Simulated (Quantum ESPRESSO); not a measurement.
Habitual settings against a tight run: Ru (P6_3/mmc, 4 atoms in the cell)

Self-consistent single point.

```
CELL_PARAMETERS angstrom
      2.74007     0.00000     0.00000
     -1.37003     2.37297     0.00000
      0.00000     0.00000     8.81620
ATOMIC_POSITIONS crystal
  Ru 0.00000 0.00000 0.00000
  Ru 0.00000 0.00000 0.50000
  Ru 0.33333 0.66667 0.25000
  Ru 0.66667 0.33333 0.75000
```

Level of theory: LDA (PZ), GBRV 1.5 ultrasoft (LDA) pseudopotentials (plane waves; Quantum ESPRESSO).

Base settings: ecutwfc = 40 Ry; ecutrho = 320 Ry; occupations = smearing; smearing = gauss; degauss = 0.0073499 Ry; potentials = {Ru: ru_lda_v1.2.uspp.F.UPF}; K_POINTS = automatic 9 9 3 0 0 0; conv_thr = 1e-11 Ry; mixing_beta = 0.7.

Tight run (finer mesh or higher cutoff; not a proven limit): ecutwfc: 40 Ry → 56 Ry; ecutrho: 320 Ry → 448 Ry; conv_thr: 1e-11 Ry → 7.3e-11 Ry; K_POINTS: automatic 9 9 3 0 0 0 → automatic 13 13 5 0 0 0. It gave Fermi level (on the code's own zero) 21.90 eV; pressure -25.75 GPa.

Quick runs, as changes from the base:
- A: the base itself
- B: ecutwfc: 40 Ry → 24 Ry; ecutrho: 320 Ry → 192 Ry; degauss: 0.0073499 Ry → 0.0099958 Ry; K_POINTS: automatic 9 9 3 0 0 0 → automatic 3 3 3 0 0 0
- C: ecutwfc: 40 Ry → 24 Ry; ecutrho: 320 Ry → 192 Ry; smearing: gauss → fd; degauss: 0.0073499 Ry → 0.0099958 Ry; conv_thr: 1e-11 Ry → 7.3e-06 Ry; K_POINTS: automatic 9 9 3 0 0 0 → automatic 1 1 1 0 0 0
- D: ecutwfc: 40 Ry → 28 Ry; ecutrho: 320 Ry → 224 Ry; degauss: 0.0073499 Ry → 0.036749 Ry; K_POINTS: automatic 9 9 3 0 0 0 → automatic 4 4 4 0 0 0
- E: ecutwfc: 40 Ry → 20 Ry; ecutrho: 320 Ry → 160 Ry; degauss: 0.0073499 Ry → 0.036749 Ry; conv_thr: 1e-11 Ry → 7.3e-05 Ry; K_POINTS: automatic 9 9 3 0 0 0 → automatic 2 2 2 0 0 0
- F: ecutwfc: 40 Ry → 24 Ry; ecutrho: 320 Ry → 192 Ry; K_POINTS: automatic 9 9 3 0 0 0 → automatic 6 6 6 1 1 1

Energies are extrapolated to zero smearing width, which holds to low order in the width alone (under cold and Methfessel-Paxton smearing the free energy itself is taken).

Dashes: pressure of C, E, not trusted under this conv_thr with d or f elements.

The count of work is k-points × plane waves × bands × iterations; it is no time. 

The starting cell was generated: these elements placed on a structure prototype, without a prior relaxation; it need not be a known phase or ordering of this composition. Its lattice was rescaled by a random factor within 2.5 % of one. Spin polarisation is off. In the base run, with a pressure of about -26 GPa the cell is away from its equilibrium volume at this level.

| run | energy less tight (meV/atom) | pressure less tight (GPa) | count of work / tight |
|---|---|---|---|
| A | -3.4 | -0.04 | 0.23 |
| B | 2324.9 | -113.56 | 0.037 |
| C | 1561.4 | – | 0.0070 |
| D | 265.1 | -28.43 | 0.070 |
| E | 7660.7 | – | 0.0075 |
| F | 1727.4 | -123.46 | 0.16 |

Among the runs at the tight run's level, the energy misses run from 3.4 to 7660.7 meV/atom.
